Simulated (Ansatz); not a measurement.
Take PtS₂ in the CdI2 type structure (space group P-3m1, No. 164; a = 3.584 Å, c = 4.657 Å; layered, stacked along the Cartesian z axis) as the base. Axes: x lies along a and z along c of the hexagonal cell.

All numbers come from DFT with PBE-D3(BJ), PAW potentials and a 420 eV plane-wave cutoff in Ansatz (a program for electronic structure), without spin-orbit coupling.

Strains are applied to the cell and any free atomic positions relax; under biaxial strain the out-of-plane vector relaxes too.

One change was made to it. Results:

```csv
quantity,base,after
shortest interatomic distance,2.395 Å,2.403 Å
"pressure (mean of the normal stresses, compression positive)",0.0 GPa,-1.6 GPa
band gap,zero,zero
```

**Question.** Name the change that was made.
A) biaxial strain +1.00 %, plane normal [001], relaxed out of plane
B) biaxial strain −2.50 %, plane normal [001], relaxed out of plane
C) biaxial strain +3.00 %, plane normal [001], relaxed out of plane
D) biaxial strain −3.00 %, plane normal [001], relaxed out of plane
E) biaxial strain +2.00 %, plane normal [001], relaxed out of plane

**Answer.** A, biaxial strain +1.00 %, plane normal [001], relaxed out of plane. For comparison, the pressure in the other runs: biaxial strain −3.00 %, plane normal [001], relaxed out of plane gives 4.7 GPa; biaxial strain −2.50 %, plane normal [001], relaxed out of plane gives 4.0 GPa; biaxial strain +3.00 %, plane normal [001], relaxed out of plane gives -4.7 GPa; biaxial strain +2.00 %, plane normal [001], relaxed out of plane gives -3.2 GPa.

With Pt present, leaving out spin-orbit coupling can change the band edges. No phonon test of stability was made. The final runs are not spin-polarised. A zero or small gap of PtS2 can be the functional's error rather than a property of the material.
